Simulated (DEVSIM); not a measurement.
Device: Al/SiO2/p-Ge capacitor, at 300 K.

```tsv
layer (left to right)	material	thickness (nm)	Na (cm⁻³)
1	SiO2	1.20	-
2	Ge	460	8.5e16
```

Metal gate on the left, work function 4.1 eV. Fixed charge at the semiconductor interface 0 cm⁻² (in units of +e); no interface traps.

This is a model device: material constants are rounded textbook-type values typed into the input, and sizes, dopings and lifetimes were drawn at random. Values at 300 K.

| parameter | SiO2 | Ge |
|---|---|---|
| gap (eV) | 9 | 0.664 |
| affinity (eV) | 0.9 | 4 |
| permittivity | 3.9 | 16 |
| Nc (cm⁻³) | - | 1.04e19 |
| Nv (cm⁻³) | - | 6e18 |

DEVSIM, 1D Poisson equation in equilibrium, Boltzmann statistics, complete ionisation; no quantum confinement or tunnelling. Metal contacts follow the ideal Schottky-Mott rule: no Fermi-level pinning, no interface dipoles.

Give the band bending (positive: bands bend down) and minority sheet density.


```tsv
Vg (V)	ψs (V)	minority carriers (cm⁻²)
-0.65	-0.109	< 1e8
-0.5	-0.033	< 1e8
-0.35	0.087	< 1e8
-0.2	0.224	< 1e8
-0.05	0.364	2.3e9
0.1	0.494	2.5e11
```
